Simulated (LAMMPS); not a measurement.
Consider a melt made from Si (diamond structure), 17576 atoms, at 1860 K and 0 GPa, brought to that temperature within a few picoseconds in molecular dynamics.

Computed with classical MD, pair style tersoff/mod/c, file Si.tersoff.modc, run in LAMMPS.

```yaml
state_found: liquid
density: 2.3810 ± 0.0004 g/cm³
volume_per_atom: 19.587 ± 0.003 Å³/atom
enthalpy_per_atom: -3.8280 ± 0.0006 eV/atom
first peak of g(r): 2.39 Å, height 3.1
coordination_number: 4.39 (counted to 2.86 Å)
self-diffusion coefficient of Si (not corrected for cell size): (2.23 ± 0.01) × 10^-5 cm²/s
shear viscosity (Green-Kubo): 5 ± 1 mPa s
mean frequency of the vibrational (phonon) density of states: 9.6 THz
cost: roughly 100 core-minutes
```

Potential: file Si.tersoff.modc of the LAMMPS distribution.

States go by the mean squared displacement: a species diffuses where it passes 1.5 Å², still rises and gives D over 1e-6 cm²/s; a crystal has left its structure where atoms lie 0.35 Å off their sites on average or a cubic box changes its shape by 3 %, or the axial ratios of another lie 8 % off the starting cell's, which the potential's own relaxation can also do.

Errors of D are the spread over four groups of atoms in one short run; a floor of about 5 %, a picked value, is safer.

Uncertainties are statistical and leave out the potential's own error.

| frequency (THz) | vibrational (phonon) density of states (1/THz) |
|---|---|
| 0.1570 | 0.0180 |
| 0.7850 | 0.0278 |
| 1.413 | 0.0425 |
| 2.040 | 0.0605 |
| 2.668 | 0.0780 |
| 3.296 | 0.0870 |
| 3.924 | 0.0851 |
| 4.551 | 0.0693 |
| 5.179 | 0.0526 |
| 5.807 | 0.0429 |
| 6.435 | 0.0384 |
| 7.062 | 0.0379 |
| 7.690 | 0.0386 |
| 8.318 | 0.0401 |
| 8.946 | 0.0420 |
| 9.574 | 0.0431 |
| 10.20 | 0.0466 |
| 10.83 | 0.0492 |
| 11.46 | 0.0529 |
| 12.09 | 0.0575 |
| 12.71 | 0.0625 |
| 13.34 | 0.0683 |
| 13.97 | 0.0737 |
| 14.60 | 0.0762 |
| 15.22 | 0.0748 |
| 15.85 | 0.0668 |
| 16.48 | 0.0488 |
| 17.11 | 0.0330 |
| 17.73 | 0.0202 |
| 18.36 | 0.0128 |
| 18.99 | 0.0086 |
| 19.62 | 0.0061 |
| 20.25 | 0.0046 |
| 20.87 | 0.0037 |
| 21.50 | 0.0030 |
| 22.13 | 0.0025 |
| 22.76 | 0.0022 |
| 23.39 | 0.0019 |
| 24.01 | 0.0017 |
| 24.64 | 0.0016 |
| 25.27 | 0.0014 |
| 25.90 | 0.0013 |
| 26.52 | 0.0012 |
| 27.15 | 0.0011 |
| 27.78 | 0.0010 |
| 28.41 | 0.0009 |
| 29.04 | 0.0008 |
| 29.66 | 0.0007 |
| 30.29 | 0.0006 |
| 30.92 | 0.0005 |
